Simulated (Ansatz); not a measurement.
# SiC: pressure 2.1 GPa

The reference is SiC (space group P6_3mc, No. 186; a = 3.078 Å, c = 10.076 Å).

The change: cell and atoms relaxed at a pressure of 2.1 GPa.

Method: r2SCAN (Ansatz, a program for electronic structure; PAW; 500 eV plane waves; without spin-orbit coupling). k-mesh 12×12×4 (Γ-centred); smearing 0.05 eV (Fermi–Dirac).

```json
[
 {"quantity": "volume per atom", "base": "10.33 Å³", "changed": "10.24 Å³", "shift": "-0.09 Å³"},
 {"quantity": "density", "base": "3.22 g/cm³", "changed": "3.25 g/cm³", "shift": "+0.03 g/cm³"},
 {"quantity": "c/a ratio", "base": "3.274", "changed": "3.274", "shift": "0.000"},
 {"quantity": "shortest interatomic distance", "base": "188.3 pm", "changed": "187.8 pm", "shift": "-0.57 pm"},
 {"quantity": "band gap", "base": "2.60 eV", "changed": "2.60 eV", "shift": "0.00 eV"},
 {"quantity": "gap character", "base": "indirect, Γ → M", "changed": "indirect, Γ → M", "shift": "–"},
 {"quantity": "smallest direct gap", "base": "3.78 eV", "changed": "3.78 eV", "shift": "+0.006 eV"},
 {"quantity": "width of the top valence band", "base": "2.55 eV", "changed": "2.57 eV", "shift": "+0.014 eV"},
 {"quantity": "valence-band top at Γ (three highest levels, from the VBM)", "base": "0.00, 0.00, -0.05 eV", "changed": "0.00, 0.00, -0.05 eV", "shift": "–"},
 {"quantity": "valley order (the lowest conduction-band minima on the path, energy above the VBM, named in the base's zone)", "base": "M (1/2, 0, 0) 2.60 eV; H (1/3, 1/3, 1/2) 3.67 eV", "changed": "M (1/2, 0, 0) 2.60 eV; H (1/3, 1/3, 1/2) 3.67 eV", "shift": "–"}
]
```

Load acts through the strain it causes; cell and atoms are relaxed under it. Stability against distortions was not tested.
